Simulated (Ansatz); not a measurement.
**A computed series for AlN: pressure series**

Start from AlN in the zinc blende structure (space group F-43m, No. 216; a = 4.370 Å).

Cell and atoms are relaxed at each pressure.

All numbers come from Kohn–Sham DFT with the r2SCAN functional, run in Ansatz (a quantum-chemistry and plane-wave program) with PAW and 500 eV plane waves, no spin-orbit coupling.

```tsv
pressure (GPa)	volume per atom (Å³/atom)
-2	10.532
-1	?
0	10.430
0.9	10.386
2.1	10.328
4.5	10.217
9	10.025
15	9.791
22.5	9.532
```

### Question
Fit the third-order Birch–Murnaghan form P(V) = (3B₀/2)[(V₀/V)^(7/3) − (V₀/V)^(5/3)]·[1 + (3/4)(B₀′ − 4)((V₀/V)^(2/3) − 1)] (squares taken in P) to the rows shown and predict the withheld row.

### Answer
Least squares on the printed values gives V₀ = 10.430 Å³/atom, B₀ = 210 GPa, B₀′ = 3.9; this predicts 10.480 Å³/atom, and the run gives 10.480 Å³/atom, in agreement.

Load acts through the strain it causes; cell and atoms are relaxed under it. Whether these cells are dynamically stable was not tested. Tetrahedral semiconductors of this kind turn to denser phases somewhere between about 1 and 50 GPa; those were not computed, so compressed cells here can lie past the real transition. This is not the structure that AlN has at room temperature and ambient pressure.
